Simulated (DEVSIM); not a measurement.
Device: abrupt Si p-n junction, at 300 K.

Layer 1 from the left is Si, thickness (μm) 0.180, Na (cm⁻³) 2.1e18, τn (s) 4.9e-7, τp (s) 4.9e-7. Layer 2 from the left is Si, thickness (μm) 38.0, Nd (cm⁻³) 9.8e16, τn (s) 4.9e-7, τp (s) 4.9e-7.

Left contact: ohmic. Right contact: ohmic. Voltage is applied to the left contact. Recombination: SRH at mid-gap, radiative, Auger. Mobility is μmin + (μ − μmin)/(1 + (N/Nref)^α).

Constants are typed, rounded textbook-type inputs, not results; the design itself was drawn at random and stands for no fabricated device. Values at 300 K.

Si: gap (eV) 1.124, affinity (eV) 4.05, permittivity 11.7, Nc (cm⁻³) 2.86e19, Nv (cm⁻³) 3.1e19, μn (cm²/Vs) 1417, μp (cm²/Vs) 470, μn,min 52, μp,min 45, Nref,n 9.7e16, Nref,p 2.2e17, αn 0.68, αp 0.72, B (cm³/s) 4.7e-15, Cn (cm⁶/s) 2.8e-31, Cp (cm⁶/s) 9.9e-32.

### Question
Estimate by hand the built-in potential, the peak field at zero bias, the capacitance at -0.4 V, and compare with a numerical solution.

### Answer

- Built-in potential: ni = √(Nc Nv) exp(−Eg/2kT) = 1.08e10 cm⁻³ with Eg = 1.124 eV; Vbi = kT/q ln(Na Nd/ni²) = 0.908 V; numerical 0.908 V.
- Peak field at zero bias: depletion approximation: W = √(2εVbi/(qN)) = 0.112 μm with N = 9.36e16 cm⁻³; field = 2Vbi/W = 162000 V/cm; numerical 162000 V/cm.
- Capacitance at -0.4 V: C = √(qεN / 2(Vbi + |V|)) = 77.1 nF/cm²; numerical 78.7 nF/cm² (estimate below by 2.1 %).

Model (solved in DEVSIM): 1D drift-diffusion, Boltzmann statistics, complete ionisation; no tunnelling, impact ionisation, image-force lowering or self-heating.
